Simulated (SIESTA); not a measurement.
Input and output of a self-consistent single point for ZrNi₂P₂ (P1, 5 atoms in the cell) (SIESTA).

Level of theory: LDA PW92, numerical atomic orbitals TZP, PseudoDojo LDA standard norm-conserving potentials (rewritten from UPF to PSML) in SIESTA.

The change in words: atoms moved at random. Reference geometry:
```xyz
5
Lattice="-1.8883 1.8883 4.8794 1.8883 -1.8883 4.8794 1.8883 1.8883 -4.8794" Properties=species:S:1:pos:R:3 pbc="T T T"
Zr     0.0000     0.0000     0.0000
Ni     1.8883     0.0000     2.4397
Ni     0.0000     1.8883     2.4397
P      0.0000     0.0000     6.0285
P      0.0000     0.0000     3.7304
```

Reference input (self-consistent single point, DFT, LDA PW92, numerical atomic orbitals TZP, PseudoDojo LDA standard norm-conserving potentials (rewritten from UPF to PSML)): XC.functional = LDA; XC.authors = PW92; potentials = PseudoDojo LDA standard; PAO.BasisSize = TZP; PAO.EnergyShift = 0.01 Ry; MeshCutoff = 300 Ry; kgrid.MonkhorstPack = 8 8 8; OccupationFunction = MP; OccupationMPOrder = 0; ElectronicTemperature = 272 meV; MaxSCFIterations = 150; SCF.Mixer.Method = Broyden. This run's input differs from it in these lines:

```diff
@@ -19,7 +19,7 @@
 %block AtomicCoordinatesAndAtomicSpecies
-     0.000000000    0.000000000    0.000000000  1
-     3.568447320    0.000000000    4.610402621  2
-     0.000000000    3.568447320    4.610402621  2
-    -0.000000000    0.000000000   11.392120460  3
-    -0.000000000    0.000000000    7.049490023  3
+    -0.099962915    0.035095679    0.071949943  1
+     3.583174302    0.040077232    4.484252784  2
+    -0.092701124    3.496935636    4.637640879  2
+     0.115660515    0.017235601   11.318612200  3
+     0.062280111   -0.020893259    7.149950696  3
 %endblock AtomicCoordinatesAndAtomicSpecies
```

Output (repeated stretches shortened):

```
        iscf     Eharris(eV)        E_KS(eV)     FreeEng(eV)     dDmax    Ef(eV) dHmax(eV)
   scf:    1   -10711.072524   -10829.594072   -10829.801964  1.845363 -2.050429 36.806114
   scf:    2   -10671.264517   -10837.035314   -10837.095202  1.092644 -4.114588 32.730836
   scf:    3   -10901.947884   -10877.872485   -10877.939386  0.326783 -3.766814 10.362202
   scf:    4   -10844.147223   -10874.239222   -10874.383015  0.447576 -3.365031 14.558213
   scf:    5   -10884.502337   -10883.594206   -10883.672171  0.261555 -3.649073  0.693901
   [... 7 lines left out ...]
   scf:   13   -10883.618913   -10883.618932   -10883.699545  0.000122 -3.731642  0.001087
   scf:   14   -10883.618919   -10883.618925   -10883.699546  0.000043 -3.731670  0.000902
   scf:   15   -10883.618921   -10883.618923   -10883.699546  0.000017 -3.731697  0.000579
   scf:   16   -10883.618921   -10883.618922   -10883.699546  0.000009 -3.731716  0.000491
SCF Convergence by DM+H criterion
max |DM_out - DM_in|         :     0.0000093477
max |H_out - H_in|      (eV) :     0.0004906773
SCF cycle converged after 16 iterations

Using DM_out to compute the final energy and forces

siesta: E_KS(eV) =           -10883.6189

siesta: E_KS - E_eggbox =    -10883.6189

siesta: Atomic forces (eV/Ang):
     1    0.374202   -0.068533   -0.288672
     2   -0.123625   -0.221478    0.271554
     3    0.568379    0.246336    0.175860
     4   -0.621306    0.095263    1.677781
     5   -0.203709   -0.055593   -1.841775
   Tot   -0.006060   -0.004004   -0.005252
   Max    1.841775
   Res    0.703684    sqrt( Sum f_i^2 / 3N )
   Max    1.841775    constrained

Stress tensor Voigt[x,y,z,yz,xz,xy] (kbar):      209.04      217.41      180.98       -2.00       -4.97       -0.47
   [... lines left out ...]
siesta: FreeEng =    -10883.699546
   [... lines left out ...]
siesta:     0.130473   -0.000295   -0.003100
siesta:    -0.000295    0.135696   -0.001248
siesta:    -0.003100   -0.001248    0.112961

siesta: Cell volume =         69.597048 Ang**3

siesta: Pressure (static):
siesta:                Solid            Molecule  Units
siesta:          -0.00137641         -0.00160016  Ry/Bohr**3
siesta:          -0.12637654         -0.14692014  eV/Ang**3
siesta:        -202.47754018       -235.39201309  kBar
```

The run converged in 16 iterations. Against the reference run the free energy rises by 38.2 meV/atom, the pressure goes from -20.50 to -20.25 GPa and the largest force goes from 0.933 to 1.854 eV/Å.

The starting cell comes from a database of computed structures (which also holds hypothetical and non-ambient phases and stackings), without a prior relaxation at this level. Its lattice was rescaled by a random factor within 2.5 % of one. For this run, on top of that: atoms moved at random. Spin polarisation is off, so a magnetic state, if there is one, cannot be reached. Values carry the incompleteness of an atom-centred basis. With a pressure of about -20 GPa the cell is away from its equilibrium volume at this level. Forces in this geometry exceed 1 eV/Å.

Cost on one core of a shared machine: roughly 2 min.
